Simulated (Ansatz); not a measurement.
Results of HSE06 in Ansatz (PAW) for CrBr2 (C2/m, No. 12; cell taken from a computed entry).

Settings: plane-wave cutoff 500 eV, 6×6×4 k mesh (along the axes of the cell as run), gaussian smearing 0.02 eV, spin-polarised start, scalar-relativistic PAW data made under PBE.

Cell (relaxed with r²SCAN):

```cif
data_Br2Cr
_chemical_formula_sum 'Cr1 Br2'
_space_group_name_H-M_alt 'P 1'
_space_group_IT_number 1
_cell_length_a 4.06685
_cell_length_b 4.06685
_cell_length_c 6.49274
_cell_angle_alpha 95.005
_cell_angle_beta 95.005
_cell_angle_gamma 53.379
loop_
_space_group_symop_operation_xyz
  'x, y, z'
loop_
_atom_site_label
_atom_site_type_symbol
_atom_site_fract_x
_atom_site_fract_y
_atom_site_fract_z
_atom_site_occupancy
Cr1 Cr 0.00000 0.00000 0.00000 1
Br1 Br 0.64875 0.64875 0.23209 1
Br2 Br 0.35125 0.35125 0.76791 1
```

### Question
What does this level give for the band gap?

### Answer

- band gap = 2.93 eV (on the SCF k mesh)

Note: the magnetic order was assumed, not searched for or taken from measurement; the cell comes from a level without a dispersion term, which matters for the spacing of layers, chains or molecules; cell and atoms aren't relaxed at this level (largest force component 0.02 eV/Å, pressure 0.5 GPa); the cell has widely spaced layers and the level no dispersion term, so their spacing and the moduli can rest on weak binding.

Spin–orbit coupling is not included.

Computed values are for the static lattice.

The result took roughly 13 core-minutes.

Ansatz is a program for electronic structure.
